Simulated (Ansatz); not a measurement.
For Bi (Cmce, No. 64, 8 atoms in the cell; start mp-1078637; another form than the element's usual one), LDA (Ansatz, a quantum-chemistry and plane-wave program, plane waves, PAW) gives:

```
Item                   Result
---------------  ------------
bulk modulus B0      56.5 GPa
cohesive energy  3.42 eV/atom
```

Problem. What does PBEsol in Ansatz (PAW) give for the same quantities?

Solution. 
- bulk modulus: 53.4 GPa (drops by 5.5 %)
- cohesive energy: 2.86 eV/atom (decreases by 0.56 eV/atom)

Changes are worked out from the printed values.

Unless a cell is named, each level is at its own relaxed cell (LDA 30.11, PBEsol 30.81 Å³/atom).

Levels without +SOC leave out spin–orbit coupling, which shifts energies and cells of such heavy elements.

Caveats: the bulk modulus is −V dP/dV from two relaxed cells at ±2 % in volume (LDA, PBEsol); the relaxation could not lower the start's symmetry, so the cell can be a saddle point above a distorted one (LDA, PBEsol). Ansatz's density-functional and Hartree–Fock values are scalar-relativistic unless marked +SOC, with PAW data made under PBE.

A start named mp-… is a Materials Project structure, which need not be a measured phase.
